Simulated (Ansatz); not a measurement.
Consider YPt₃ in the Cu3Au type structure (space group Pm-3m, No. 221; a = 4.0634 Å; relaxed with 0.1 eV smearing).

The change: the cell is scaled by 0.9767 in all directions; the atoms relax in the strained cell.

Levels (all Ansatz, an electronic-structure program, PAW): PBEsol (420 eV, no spin-orbit coupling); PBEsol+SOC (420 eV, noncollinear with spin-orbit coupling).

The geometry is relaxed with PBEsol.

| Quantity | Result |
|---|---|
| PBEsol pressure | 16.5 GPa |

With PBEsol+SOC at the same geometry, the pressure shrinks by 0.4 GPa (16.5 GPa → 16.1 GPa).

Single points use the geometry relaxed with PBEsol. The spin-orbit shifts are approximate. Whether these cells are dynamically stable was not tested. The runs without spin-orbit coupling are not spin-polarised.
